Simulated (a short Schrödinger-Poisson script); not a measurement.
**MOS inversion layer, SiO2 on p-type Ge(100)**

Structure: MOS inversion layer, SiO2 on p-type Ge(100), at 300 K.

```tsv
layer	material	thickness (nm)	Na (cm⁻³)
1	SiO2	2.2	-
2	Ge	650	4e17
```

The device is made up for the run: typed textbook-type constants, with dimensions and the other settings drawn at random. SiO2: permittivity 3.9, conduction-band edge (eV) 3.1, gap (eV) 9, electron mass (mₑ) 0.5. Ge: permittivity 16, conduction-band edge (eV) 0, gap (eV) 0.664, Nv at 300 K (cm⁻³) 6e18.

Channel valleys (confinement mass, in-plane density-of-states mass, number): L4 0.12, 0.295, 4. At the gate the conduction-band edge of layer 1 lies 3.34 eV − eVg above the Fermi level of the channel; the field vanishes at the back. Gaps are held at their typed values at every temperature. Mesh 0.03 nm at interfaces.

Solved with a short Schrödinger-Poisson script written for these runs: 1D Poisson equation in equilibrium, electrons quantum, Hartree (BenDaniel-Duke, 12 states a valley, the channel's in-plane mass for all, wave functions ending at the dielectric), parabolic valleys, classical holes, full ionisation, no traps, pinning or gate leakage.

| Vg (V) | electrons (cm⁻²) | C (μF/cm²) | L4 E0 (meV) | L4 E1 (meV) |
|---|---|---|---|---|
| 0.1 | 5.66e6 | 0.319 | 380.9 | 445.6 |
| 0.3 | 1.50e9 | 0.270 | 235.3 | 314.3 |
| 0.5 | 2.31e11 | 0.696 | 104.3 | 194.0 |
| 0.7 | 1.32e12 | 1.06 | 57.9 | 155.9 |
| 0.9 | 2.70e12 | 1.15 | 37.9 | 143.2 |
| 1.1 | 4.17e12 | 1.20 | 25.1 | 136.9 |
| 1.3 | 5.68e12 | 1.23 | 15.3 | 133.2 |
| 1.5 | 7.23e12 | 1.25 | 7.4 | 130.8 |
| 1.7 | 8.81e12 | 1.27 | 0.5 | 129.2 |
| 1.9 | 1.04e13 | 1.28 | -5.7 | 128.1 |

Gate voltages with under 1e6 electrons/cm² are left out.

Subbands count from the Fermi level.

Only the L valleys are kept; under strong confinement the Δ valleys of Ge fill too.
